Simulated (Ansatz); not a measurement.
**What isotropic strain +1.20 % does to GaN**

Take GaN in the wurtzite structure (space group P6_3mc, No. 186; a = 3.2184 Å, c = 5.2432 Å) as the base.

The change: every lattice vector is stretched by 1.20 %, atoms relaxed at fixed cell.

Calculations: Ansatz (a first-principles code), PBE, PAW, cutoff 420 eV, no spin-orbit coupling. Γ-centred 12×12×6 mesh, Fermi–Dirac width 0.05 eV.

The volume per atom rises by 0.43 Å³ (11.76 Å³ → 12.19 Å³) and the space group stays P6_3mc (No. 186). The energy rises by 7.9 meV/atom and the pressure (mean of the normal stresses, compression positive) goes from zero to -5.69 GPa. The band gap drops by 0.24 eV to 1.47 eV and the gap character remains direct at Γ. The mean gap deformation potential ΔEg/Δln V comes out as -6.6 eV and the width of the top valence band falls by 0.12 eV (2.67 eV → 2.55 eV). The electron mass becomes 0.13 mₑ along c, 0.14 mₑ across (at Γ) (base: 0.14 mₑ along c, 0.16 mₑ across (at Γ)) and the valence-band top at Γ (three highest levels, from the VBM) becomes 0.00, 0.00, -0.03 eV (base: 0.00, 0.00, -0.04 eV).

Final structure:

```yaml
crystal:
  lattice:
    - [3.25699, 0.00000, 0.00000]
    - [-1.62849, 2.82064, 0.00000]
    - [0.00000, 0.00000, 5.30612]
  atoms:
    - { symbol: Ga, position: [0.33333, 0.66667, 0.00012] }
    - { symbol: Ga, position: [0.66667, 0.33333, 0.50012] }
    - { symbol: N, position: [0.33333, 0.66667, 0.37688] }
    - { symbol: N, position: [0.66667, 0.33333, 0.87688] }
```

Effective masses come from finite differences of ±0.01 Å⁻¹. Whether these cells are dynamically stable was not tested.
